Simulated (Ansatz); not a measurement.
CdS (P6_3mc), Ansatz (a quantum-chemistry and plane-wave program) with HSE06, rigid bands: N_v = 6.01e19 cm⁻³ at 300 K and a hole conductivity mass of 1.04 mₑ along x (a = (4.12, 0.00, 0.00) Å; b = (-2.06, 3.57, 0.00) Å; c = (0.00, 0.00, 6.71) Å).

Task: For 1e16 holes per cm³ at 300 K, place the Fermi level, estimate the Seebeck coefficient of a parabolic band with constant τ, and give mobility and conductivity for τ = 50 fs.

Result: The level lies k_BT ln(N_v/p) = 0.225 eV above the valence-band maximum. S ≈ +(k_B/e)[ln(N_v/p) + 5/2] = 965 μV/K, against 974 μV/K from the full bands (mean over directions). μ = eτ/m = 84.6 cm²/(V·s) and σ = peμ = 0.135 S/cm. τ is assumed, not computed.

Band transport and this doping are assumed; polarons and phonon drag are left out. Spin-orbit coupling is left out; where it splits the top of the valence band, N_v and the p-type Seebeck coefficient come out somewhat high without it. Geometry: cell and atoms relaxed with PBEsol.
